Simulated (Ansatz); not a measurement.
For BeS (model structure, started from the rocksalt type, Fm-3m, No. 225, 2 atoms in the cell), PBE-D3(BJ) (PAW; Ansatz, a program for electronic structure) gives:

- lattice parameter a: 4.565 Å
- cohesive energy: 4.26 eV/atom
- band gap: 0.98 eV

What does r²SCAN+rVV10 (PAW; Ansatz) give for the same quantities?


- lattice constant a: 4.625 Å (goes up by 1.3 %)
- cohesive energy: 4.12 eV/atom (decreases by 0.14 eV/atom)
- band gap: 1.31 eV (goes up by 0.33 eV)

Changes are worked out from the printed values.

Unless a cell is named, each level is at its own relaxed cell (PBE-D3(BJ) 11.89, r²SCAN+rVV10 12.37 Å³/atom).

Density-functional gaps are differences of (generalised) Kohn–Sham levels.

Ansatz's density-functional and Hartree–Fock values are scalar-relativistic unless marked +SOC, with PAW data made under PBE.

A model structure was made by putting elements into a prototype or built by hand; it is no filed structure, need not be a known phase, and can be a saddle point held by its symmetry.
